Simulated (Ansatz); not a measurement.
Band structure of Mg6SiBi (Amm2, 8 atoms in the cell).

```yaml
crystal:
  lattice:
    - [5.23039, 0.00000, 0.00000]
    - [0.00000, 3.12038, 6.06639]
    - [0.00000, -3.12038, 6.06639]
  atoms:
    - { symbol: Mg, position: [0.00000, 0.83474, 0.32214] }
    - { symbol: Mg, position: [0.00000, 0.32214, 0.83474] }
    - { symbol: Mg, position: [0.00000, 0.32531, 0.32531] }
    - { symbol: Mg, position: [0.50000, 0.66405, 0.14943] }
    - { symbol: Mg, position: [0.50000, 0.14943, 0.66405] }
    - { symbol: Mg, position: [0.50000, 0.17342, 0.17342] }
    - { symbol: Si, position: [0.00000, 0.87842, 0.87842] }
    - { symbol: Bi, position: [0.50000, 0.65250, 0.65250] }
```

Method of the run: PBEsol, PAW files made with PBE (plane waves; Ansatz, a first-principles code).

Settings: basis.ecutwfc = 420 eV; kpoints.mp_grid.grid = 4 3 3; hamiltonian.xc = pbesol; hamiltonian.pseudopotentials = {kind: paw} (the program's default PAW files); scf.occupations.method = gaussian; scf.occupations.width = 0.05 eV; kpoints.band_path.npoints = 8.

The starting cell comes from a database of computed structures (which also holds hypothetical and non-ambient phases and stackings), without a prior relaxation at this level. Its lattice was rescaled by a random factor within 2.5 % of one. Spin-orbit coupling is off.

Levels in eV from the Fermi level, bands 36 to 43:
| point | 36 | 37 | 38 | 39 | 40 | 41 | 42 | 43 |
|---|---|---|---|---|---|---|---|---|
| Γ | -2.82 | -2.46 | -1.46 | -0.52 | 0.38 | 0.58 | 1.62 | 2.31 |
| X | -1.72 | -1.47 | -1.33 | -0.19 | -0.13 | -0.12 | 1.38 | 1.76 |
| S | -2.03 | -1.28 | -0.53 | -0.12 | 0.08 | 0.19 | 0.43 | 1.28 |
| R | -3.14 | -2.88 | -0.37 | -0.14 | 0.75 | 1.22 | 1.87 | 1.92 |
| A | -1.69 | -1.58 | -1.05 | -0.63 | 0.09 | 0.47 | 2.14 | 2.25 |
| Z | -2.25 | -2.24 | -1.60 | -1.41 | -1.08 | -0.94 | -0.33 | -0.08 |
| Y | -1.80 | -1.60 | -1.51 | -0.28 | 0.31 | 0.99 | 1.04 | 1.15 |
| X1 | -1.72 | -1.47 | -1.33 | -0.19 | -0.13 | -0.12 | 1.38 | 1.76 |
| A1 | -1.69 | -1.58 | -1.05 | -0.63 | 0.09 | 0.47 | 2.14 | 2.25 |
| T | -2.58 | -2.53 | -0.36 | -0.18 | 0.25 | 0.59 | 1.38 | 1.51 |

Bands cross the Fermi level along this path, so the cell is metallic at this level.

Keys are those of Ansatz 0.2.
